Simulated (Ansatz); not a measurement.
Functionals compared on a constructed model of the (100) surface of bcc Fe, ferromagnetic (in the relaxation 1 Fe–Rh bonds formed), a pseudomorphic layer of Rh in the host's stacking (bottom of the slab: a bare face, its two planes held), in Ansatz (plane waves, PAW). The structure was relaxed with PBE; the other rows are single points on it. Cutoff 420 eV.

Model: 7-atom slab, 9.1 Å thick at the start (thin: gaps and levels are the slab's own), 13x13x1 mesh, Fermi-Dirac 0.1 eV, dipole correction, 2 atoms held, the rest relaxed; held to the start's symmetry, so lower structures may exist; spin-polarised, ending with about 16.0 μB a cell; orders that need a larger cell were not tried, no spin-orbit, no U. It is one candidate, not shown to be the stable structure of the face. These notes are the PBE run's. RPBE: The program's check for a lower electronic state was not made.

```tsv
functional	work function of the top face (eV)	magnetic moment of the cell (μB)	rough cost of the single point
PBE	4.52	15.99	–
RPBE	___	16.22	very roughly 3 core-minutes
```

Task: Fill in the missing entries.

Result: 
- RPBE, work function of the top face (eV): 4.32

Ansatz is a first-principles code.
